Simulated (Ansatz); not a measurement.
The starting structures come from a database of crystals and need not be the phases stable at ambient conditions.

By PBEsol, the system below comes out a metal.

The ballistic (Sharvin) conductance counts the channels at the Fermi level: G/A = (e²/h) × channels of both spins per area.

Input:

```yaml
crystal:
  lattice:
    - [5.57480, 0.00000, 0.00000]
    - [-2.78740, 4.90944, 0.00000]
    - [2.78740, 0.00000, 4.90944]
  atoms:
    - { symbol: In, position: [0.84544, 0.19088, 0.50000] }
    - { symbol: In, position: [0.15456, 0.80912, 0.50000] }
    - { symbol: In, position: [0.34544, 0.50000, 0.80912] }
    - { symbol: In, position: [0.65456, 0.50000, 0.19088] }
    - { symbol: Ag, position: [0.25000, 0.00000, 0.00000] }
    - { symbol: Ag, position: [0.75000, 0.00000, 0.00000] }
```

Space group of this cell: I4/mcm. The cell is taken as given; by PBEsol its mean pressure is -1.8 GPa.

The current flows along the normal of the first two printed cell vectors, the (110) plane of the conventional cell. No spin-orbit coupling; the value is a mean over 0.1 eV about the Fermi level.

Task: Compute, with PBEsol in Ansatz (a program for electronic structure), the ballistic conductance per area.

Result: 0.73 × 10¹⁵ S/m² for both spins.
